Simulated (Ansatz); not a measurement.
# A computed series for SnO2: pressure series

The parent structure is SnO2 in the rutile structure (space group P4_2/mnm, No. 136; a = 4.8276 Å, c = 3.2379 Å).

Cell and atoms are relaxed at each pressure.

Computed with Ansatz (a quantum-chemistry and plane-wave program) PBE, no spin-orbit coupling, earlier PAW set.

Candidates:
(a) pressure 1.8 GPa
(b) pressure 60 GPa
(c) pressure 4.2 GPa
(d) pressure 18 GPa
(e) pressure 45 GPa

Base values:

The band gap comes out as 0.68 eV.

Q: Order them by band gap, lowest first.

A: (a) pressure 1.8 GPa (0.78 eV), (c) pressure 4.2 GPa (0.91 eV), (d) pressure 18 GPa (1.58 eV), (e) pressure 45 GPa (2.65 eV), (b) pressure 60 GPa (3.14 eV)

Load acts through the strain it causes; cell and atoms are relaxed under it. Whether these cells are dynamically stable was not tested. Competing high-pressure phases were not computed.
